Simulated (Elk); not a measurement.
# Input and output of a self-consistent single point for ZrTaC2 (R-3m, 4 atoms in the cell) (Elk)

Computed with PBEsol, all-electron FP-LAPW, Elk's shipped species files, APW+lo basis with extra local orbitals run with Elk.

Input:

```
tasks
  0

xctype
  22

rgkmax
  7.5

gmaxvr
  16.0

nxlo
  2

lorbcnd
  .true.

rmtscf
  0.86

lmaxi
  2

stype
  1

swidth
  0.00183747

scale
  1.889726125

avec
    1.6162751677    0.9331569032    5.3064730000
   -1.6162751677    0.9331569032    5.3064730000
    0.0000000000   -1.8663138063    5.3064730000

sppath
  './'

atoms
  3   : nspecies
  'Zr.in'   : spfname
  1   : natoms; atposl, bfcmt below
  0.0000000000  0.0000000000  0.0000000000    0.0 0.0 0.0
  'Ta.in'   : spfname
  1   : natoms; atposl, bfcmt below
  0.5000000000  0.5000000000  0.5000000000    0.0 0.0 0.0
  'C.in'   : spfname
  2   : natoms; atposl, bfcmt below
  0.7547270000  0.7547270000  0.7547270000    0.0 0.0 0.0
  0.2452730000  0.2452730000  0.2452730000    0.0 0.0 0.0

ngridk
  6 6 6
```

Output, abridged:

```
│ Elk code version 10.2.4 │

All units are atomic (Hartree, Bohr, etc.)

│ Ground-state run starting from atomic densities │

Lattice vectors :
   3.054317410       1.763410979       10.02778066
  -3.054317410       1.763410979       10.02778066
   0.000000000      -3.526821957       10.02778066

Unit cell volume      :    324.0587737
Brillouin zone volume :   0.7654482259

Muffin-tin inner radius fraction :   0.1000000000E-01

Nuclei treated as point charges

Species :    1 (Zr)
 parameters loaded from : Zr.in
 name : zirconium
 nuclear charge    :   -40.00000000
 electronic charge :    40.00000000
 atomic mass :    166291.1791
 muffin-tin radius :    2.236000000
 number of radial points in muffin-tin :    597
 atomic positions (lattice), magnetic fields (Cartesian) :
   1 :   0.00000000  0.00000000  0.00000000    0.00000000  0.00000000  0.00000000

Species :    2 (Ta)
 parameters loaded from : Ta.in
 name : tantalum
 nuclear charge    :   -73.00000000
 electronic charge :    73.00000000
 atomic mass :    329847.8433
 muffin-tin radius :    2.408000000
 number of radial points in muffin-tin :    697
 atomic positions (lattice), magnetic fields (Cartesian) :
   1 :   0.50000000  0.50000000  0.50000000    0.00000000  0.00000000  0.00000000

Species :    3 (C)
 parameters loaded from : C.in
 name : carbon
 nuclear charge    :   -6.000000000
 electronic charge :    6.000000000
 atomic mass :    21894.16672
 muffin-tin radius :    1.548000000
 number of radial points in muffin-tin :    297
 atomic positions (lattice), magnetic fields (Cartesian) :
   1 :  -0.24527300 -0.24527300 -0.24527300    0.00000000  0.00000000  0.00000000
   2 :   0.24527300  0.24527300  0.24527300    0.00000000  0.00000000  0.00000000

Total number of atoms per unit cell :    4

Spin treatment :
 spin-unpolarised

Number of Bravais lattice symmetries :   12
Number of crystal symmetries         :   12
Crystal has inversion symmetry
   [... lines left out ...]
 potential will be trimmed for |G| > 2 gkmax
Constant for pseudocharge density :   10
Radial integration step length :    4

G-vector grid sizes :     56    56    56
Number of G-vectors :    22443

Maximum angular momentum used for
 APW functions                      :    8
 outer part of muffin-tin           :    6
 inner part of muffin-tin           :    2

Total nuclear charge    :   -125.0000000
Total core charge       :    78.00000000
Total valence charge    :    47.00000000
Total excess charge     :    0.000000000
Total electronic charge :    125.0000000

Effective Wigner radius, rₛ :   0.8522003744

Number of empty states         :   16
Total number of valence states :   40
Total number of core states    :   78

Conduction state local-orbitals added automatically
Total number of local-orbitals :  306

Exchange-correlation functional :     22     0     0
 PBEsol, Phys. Rev. Lett. 100, 136406 (2008)
 gradient requirement :    1
 generalised gradient approximation (GGA)

Smearing type :    1
 Methfessel-Paxton order 1, Phys. Rev. B 40, 3616 (1989)
Smearing width :   0.1837470000E-02
Effective electronic temperature (K) :    580.2271348

Mixing type :    3
 Broyden mixing, J. Phys. A: Math. Gen. 17, L317 (1984)

Kohn-Sham potential initialised from atomic data
│ Self-consistent loop started │
│ Loop number : 1 │
 total energy                :     -19275.8134018
│ Loop number : 2 │
 total energy                :     -19276.8589068
RMS change in Kohn-Sham potential (target) :    2.277859002     (  0.1000000000E-05)
Absolute change in total energy (target)   :    1.045505070     (  0.1000000000E-03)
│ Loop number : 3 │
 total energy                :     -19275.9155219
RMS change in Kohn-Sham potential (target) :    2.232226314     (  0.1000000000E-05)
Absolute change in total energy (target)   :   0.6820086974     (  0.1000000000E-03)
│ Loop number : 4 │
 total energy                :     -19288.2129157
RMS change in Kohn-Sham potential (target) :    1.045105734     (  0.1000000000E-05)
Absolute change in total energy (target)   :    12.12689162     (  0.1000000000E-03)
│ Loop number : 5 │
 total energy                :     -19290.1532127
RMS change in Kohn-Sham potential (target) :   0.3336833838     (  0.1000000000E-05)
Absolute change in total energy (target)   :    4.972019941     (  0.1000000000E-03)
   [... lines left out ...]
Absolute change in total energy (target)   :   0.1603410408E-02 (  0.1000000000E-03)
│ Loop number : 14 │
 total energy                :     -19294.8025738
RMS change in Kohn-Sham potential (target) :   0.6716763039E-05 (  0.1000000000E-05)
Absolute change in total energy (target)   :   0.2664101630E-03 (  0.1000000000E-03)
│ Loop number : 15 │
 total energy                :     -19294.8028215
RMS change in Kohn-Sham potential (target) :   0.2489047599E-05 (  0.1000000000E-05)
Absolute change in total energy (target)   :   0.3142931309E-03 (  0.1000000000E-03)
│ Loop number : 16 │
 total energy                :     -19294.8027155
RMS change in Kohn-Sham potential (target) :   0.1147407766E-05 (  0.1000000000E-05)
Absolute change in total energy (target)   :   0.2737625255E-04 (  0.1000000000E-03)
│ Loop number : 17 │
 total energy                :     -19294.8026926
RMS change in Kohn-Sham potential (target) :   0.1763953365E-06 (  0.1000000000E-05)
Absolute change in total energy (target)   :   0.2975071038E-04 (  0.1000000000E-03)
Convergence targets achieved

│ Loop number : 18 │

Energies :
 Fermi                       :     0.503100472144
 sum of eigenvalues          :     -11707.4717567
 electron kinetic            :      21327.0050951
 core electron kinetic       :      20656.8671547
 Coulomb                     :     -40185.9491303
 Coulomb potential           :     -32461.1992889
 nuclear-nuclear             :     -1561.05267923
 electron-nuclear            :     -44788.5936133
 Hartree                     :      6163.69716223
 Madelung                    :     -23955.3494859
 xc potential                :     -573.277562945
 exchange                    :     -428.124435308
 correlation                 :     -7.73422047452
 total energy                :     -19294.8026910

Density of states at Fermi energy :    62.86758847
 (states/Hartree/unit cell)

Estimated indirect band gap :   0.1863531539E-02
 from k-point     21 to k-point     11
Estimated direct band gap   :   0.1656766652E-01
 at k-point      1

Charges :
 core                        :    78.00000000
 valence                     :    47.00000000
 interstitial                :    8.249055035
 muffin-tins (core leakage)
  species :    1 (Zr)
   atom    1                 :    37.13600445     (  0.3843135973E-04)
  species :    2 (Ta)
   atom    1                 :    70.55823256     (  0.3830232799E-05)
  species :    3 (C)
   atom    1                 :    4.528353975     (  0.3383310089E-04)
   atom    2                 :    4.528353975     (  0.3383310089E-04)
 total in muffin-tins        :    116.7509450
 total calculated charge     :    124.9946171
 total charge                :    125.0000000
 error                       :   0.5382942769E-02

│ Self-consistent loop stopped │
```

The run converged in 18 iterations. The count includes the last loop, which Elk runs after its targets are met.

The starting cell comes from a database of computed structures (which also holds hypothetical and non-ambient phases and stackings), without a prior relaxation at this level. Spin-orbit coupling is off. Spin polarisation is off. Values depend on the basis (sphere radii, cutoffs, local orbitals), which need not be converged. The log's line on a gap gives a spacing of levels on this mesh, which the program prints for metals too.

Cost on one core of a shared machine: roughly 70 s.
